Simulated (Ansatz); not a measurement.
Relaxation of the outer planes of the (100) surface of bcc W in its 1x1 cell (the real clean face reconstructs), outermost plane spacing 1.59 Å in the ideal cut.

Computed with PBE (plane waves to 420 eV, PAW; Ansatz, a quantum-chemistry and plane-wave program).

Slab: 6 atoms, 8.0 Å thick at the start (thin: gaps and levels are the slab's own); k 12x12x1, smearing 0.1 eV, dipole-corrected; all atoms relaxed; start symmetry kept, larger cells not searched; no spin, no spin-orbit, no U.

```json
[
 {"plane": "1", "atoms": "W", "bulk spacing to the next (Å)": "1.592", "relaxed spacing (Å)": "(withheld)", "change (%)": "(withheld)", "rumpling (Å)": "0.00"},
 {"plane": "2", "atoms": "W", "bulk spacing to the next (Å)": "1.592", "relaxed spacing (Å)": "1.651", "change (%)": "3.7", "rumpling (Å)": "0.00"}
]
```

Q: Fill in the missing entries.

A: 
- 1, relaxed spacing (Å): 1.398
- 1, change (%): -12.2
